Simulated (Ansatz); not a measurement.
**(3,2) carbon nanotube**

Levels: PBE (plane waves to 420 eV, PAW; Ansatz, an electronic-structure program); r2SCAN (plane waves to 500 eV, PAW; Ansatz). Unmarked values and the geometry are of the first. Mesh 1×1×6. No spin polarisation. One-dimensional cell, images about 11 Å apart. An idealised model, rolled from the flat sheet. It keeps the symmetry and period of its start, so it need not be a minimum against all distortions. Buckling under compression is shut out by symmetry and the short period.

```
Item                                                                                               Value
---------------------------------------------------------  ---------------------------------------------
period along the axis (76 atoms)                                                                18.689 Å
mean diameter                                                                                     3.56 Å
energy over the flat sheet                                                                 +641 meV/atom
PBE gap                                                    0.34 eV, indirect, from k = 0.354 × 2π/c to Γ
electron mass along the axis (PBE)                                                               0.23 mₑ
hole mass along the axis (PBE)                                                                   0.25 mₑ
valence and conduction edges under the vacuum level (PBE)                               5.25 and 4.92 eV
r2SCAN gap at this geometry                                                                      0.39 eV
axial stiffness dF/dε                                                                             323 nN
```
